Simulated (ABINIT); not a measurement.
# A self-consistent single point of V3Fe (Fm-3m, 4 atoms in the cell) with ABINIT

Method of the run: PBEsol, PAW (JTH v2.0 PBE PAW, files made for PBE) (plane waves; ABINIT 10.0.3).

This input was run:

```
# V3Fe, JTH v2.0 PBE PAW
pp_dirpath "./"
pseudos "V.GGA_PBE-JTH.xml, Fe.GGA_PBE-JTH.xml"
acell 3*1.0
rprim
        -0.0000000000    5.4784199702    5.4784199702
         5.4784199702   -0.0000000000    5.4784199702
         5.4784199702    5.4784199702    0.0000000000
natom 4
ntypat 2
znucl 23 26
typat 1 1 1 2
xred
         0.2500000000    0.2500000000    0.2500000000
         0.7500000000    0.7500000000    0.7500000000
         0.5000000000    0.5000000000    0.5000000000
         0.0000000000    0.0000000000    0.0000000000
ecut 816 eV
pawecutdg 1633 eV
pawxcdev 0
ixc -116133
occopt 6
tsmear 0.05 eV
nband 36
kptopt 1
ngkpt 6 6 6
nshiftk 1
shiftk 0 0 0
nstep 50
toldfe 1.0e-09
prtwf 0
prtden 0
enunit 2
```

Output, abridged:

```
 Symmetries : space group Fm -3 m (#225); Bravais cF (face-center cubic)

 -outvars: echo values of preprocessed input variables --------
            acell      1.0000000000E+00  1.0000000000E+00  1.0000000000E+00 Bohr
             ecut      2.99874495E+01 Hartree
           enunit           2
              ixc     -116133
         kptrlatt        6    0    0      0    6    0      0    0    6
          kptrlen      4.64859349E+01
            natom           4
            nband          36
            ngfft          40      40      40
          ngfftdg          60      60      60
             nkpt          16
            nstep          50
             nsym          48
           ntypat           2
           occopt           6
        pawecutdg      6.00116484E+01 Hartree
         pawxcdev           0
            rprim     -0.0000000000E+00  5.4784199702E+00  5.4784199702E+00
                       5.4784199702E+00 -0.0000000000E+00  5.4784199702E+00
                       5.4784199702E+00  5.4784199702E+00  0.0000000000E+00
          spgroup         225
           toldfe      1.00000000E-09 Hartree
           tsmear      1.83746627E-03 Hartree
            typat      1  1  1  2
           useylm           1
             xred      2.5000000000E-01  2.5000000000E-01  2.5000000000E-01
                       7.5000000000E-01  7.5000000000E-01  7.5000000000E-01
                       5.0000000000E-01  5.0000000000E-01  5.0000000000E-01
                       0.0000000000E+00  0.0000000000E+00  0.0000000000E+00
            znucl       23.00000   26.00000

== DATASET  1 ==================================================================

 Real(R)+Recip(G) space primitive vectors, cartesian coordinates (Bohr,Bohr^-1):
 R(1)=  0.0000000  5.4784200  5.4784200  G(1)= -0.0912672  0.0912672  0.0912672
 R(2)=  5.4784200  0.0000000  5.4784200  G(2)=  0.0912672 -0.0912672  0.0912672
 R(3)=  5.4784200  5.4784200  0.0000000  G(3)=  0.0912672  0.0912672 -0.0912672
 Unit cell volume ucvol=  3.2884857E+02 bohr^3
 Angles (23,13,12)=  6.00000000E+01  6.00000000E+01  6.00000000E+01 degrees

 Coarse grid specifications (used for wave-functions):

 getcut: wavevector=  0.0000  0.0000  0.0000  ngfft=  40  40  40
         ecut(hartree)=     29.987   => boxcut(ratio)=   2.09438

 Fine grid specifications (used for densities):

 getcut: wavevector=  0.0000  0.0000  0.0000  ngfft=  60  60  60
         ecut(hartree)=     60.012   => boxcut(ratio)=   2.22074

   5.37896534E+03                                ecore*ucvol(ha*bohr**3)

_setup2: Arith. and geom. avg. npw (full set) are    2580.597    2580.572

--- !BeginCycle
solver: {iscf: 17, nstep: 50, nline: 4, wfoptalg: 10, }
tolerances: {toldfe: 1.00E-09, }
...

     iter   Etot(hartree)      deltaE(h)  residm     nres2
 ETOT  1  -333.29186221952    -3.333E+02 2.241E+01 7.411E+02
 ETOT  2  -345.26153518420    -1.197E+01 3.005E-01 3.225E+03
 ETOT  3  -340.86311806622     4.398E+00 9.251E-02 7.918E+02
 ETOT  4  -340.46030900125     4.028E-01 3.946E-02 6.242E+01
 ETOT  5  -340.46858786741    -8.279E-03 7.826E-03 4.707E+01
 ETOT  6  -340.55538430743    -8.680E-02 1.361E-02 1.913E+02
   [... 14 lines left out ...]
 ETOT 21  -340.42450339862     8.053E-07 1.121E-04 1.756E-05
 ETOT 22  -340.42450343750    -3.888E-08 6.733E-05 1.927E-05
 ETOT 23  -340.42450343166     5.844E-09 3.804E-05 1.032E-06
 ETOT 24  -340.42450343148     1.770E-10 9.255E-05 3.702E-09
 ETOT 25  -340.42450343149    -1.347E-11 2.920E-05 1.402E-08

 At SCF step   25, etot is converged :
  for the second time, diff in etot=  1.347E-11 < toldfe=  1.000E-09

 Cartesian components of stress tensor (hartree/bohr^3)
  sigma(1 1)=  1.52446764E-04  sigma(3 2)=  0.00000000E+00
  sigma(2 2)=  1.52446764E-04  sigma(3 1)=  0.00000000E+00
  sigma(3 3)=  1.52446764E-04  sigma(2 1)=  0.00000000E+00

 ----iterations are completed or convergence reached----

 reduced coordinates (array xred) for    4 atoms
       0.250000000000      0.250000000000      0.250000000000
       0.750000000000      0.750000000000      0.750000000000
       0.500000000000      0.500000000000      0.500000000000
       0.000000000000      0.000000000000      0.000000000000
 cartesian forces (eV/Angstrom) at end:
    1     -0.00000000000000    -0.00000000000000    -0.00000000000000
    2     -0.00000000000000    -0.00000000000000    -0.00000000000000
    3     -0.00000000000000    -0.00000000000000    -0.00000000000000
    4     -0.00000000000000    -0.00000000000000    -0.00000000000000
 frms,max,avg= 0.0000000E+00 0.0000000E+00   0.000E+00  0.000E+00  0.000E+00 e/A
 length scales=  1.000000000000  1.000000000000  1.000000000000 bohr
              =  0.529177208590  0.529177208590  0.529177208590 angstroms
 Fermi (or HOMO) energy (hartree) =   0.39788   Average Vxc (hartree)=  -0.47045
 Eigenvalues (hartree) for nkpt=  16  k points:
 kpt#   1, nband= 36, wtk=  0.00463, kpt=  0.0000  0.0000  0.0000 (reduced coord)
  -2.78917   -1.94411   -1.93939   -1.92225   -1.54662   -1.54662   -1.54662   -0.98781
  -0.98781   -0.98781   -0.98715   -0.98715   -0.98715   -0.96277   -0.96277   -0.96277
   0.12724    0.25831    0.25831    0.32291    0.32291    0.32291    0.33264    0.33264
   0.33264    0.39018    0.39018    0.39018    0.42056    0.42056    0.49708    0.49708
   0.49876    0.49876    0.51370    0.51370
      occupation numbers for kpt#   1
   2.00000    2.00000    2.00000    2.00000    2.00000    2.00000    2.00000    2.00000
   2.00000    2.00000    2.00000    2.00000    2.00000    2.00000    2.00000    2.00000
   2.00000    2.00000    2.00000    2.00000    2.00000    2.00000    2.00000    2.00000
   2.00000    2.00000    2.00000    2.00000    0.00000    0.00000    0.00000    0.00000
   0.00000    0.00000    0.00000    0.00000
 prteigrs : prtvol=0 or 1, do not print more k-points.

 Fermi (or HOMO) energy (eV) =  10.82694   Average Vxc (eV)= -12.80165
 Eigenvalues (   eV  ) for nkpt=  16  k points:
 kpt#   1, nband= 36, wtk=  0.00463, kpt=  0.0000  0.0000  0.0000 (reduced coord)
 -75.89705  -52.90193  -52.77344  -52.30703  -42.08555  -42.08555  -42.08555  -26.87964
 -26.87964  -26.87964  -26.86176  -26.86176  -26.86176  -26.19835  -26.19835  -26.19835
   3.46230    7.02908    7.02908    8.78691    8.78691    8.78691    9.05167    9.05167
   9.05167   10.61733   10.61733   10.61733   11.44400   11.44400   13.52635   13.52635
  13.57187   13.57187   13.97845   13.97845
 prteigrs : prtvol=0 or 1, do not print more k-points.

--- !EnergyTerms
comment             : Components of total free energy in Hartree
kinetic             :  4.21994829936382E+01
hartree             :  6.41206802459820E+01
xc                  : -1.49339282124190E+01
Ewald energy        : -2.52318543968993E+02
psp_core            :  1.63569672794267E+01
local_psp           : -1.92269024867504E+02
spherical_terms     : -3.58007979229796E+00
internal            : -3.40424446322166E+02
'-kT*entropy'       : -4.30803851499576E-05
total_energy        : -3.40424489402551E+02
total_energy_eV     : -9.26342145647733E+03
...

-Cartesian components of stress tensor (GPa)         [Pressure= -4.4851E+00 GPa]
- sigma(1 1)=  4.48513788E+00  sigma(3 2)=  0.00000000E+00
- sigma(2 2)=  4.48513788E+00  sigma(3 1)=  0.00000000E+00
- sigma(3 3)=  4.48513788E+00  sigma(2 1)=  0.00000000E+00

 Calculation completed.
```

The run converged in 25 iterations.

The starting cell comes from a database of computed structures (which also holds hypothetical and non-ambient phases and stackings), without a prior relaxation at this level. Spin polarisation is off. The potentials were made for another functional than the one used. With a pressure of about -4 GPa the cell is away from its equilibrium volume at this level.

Cost on one core of a shared machine: roughly 3 min.
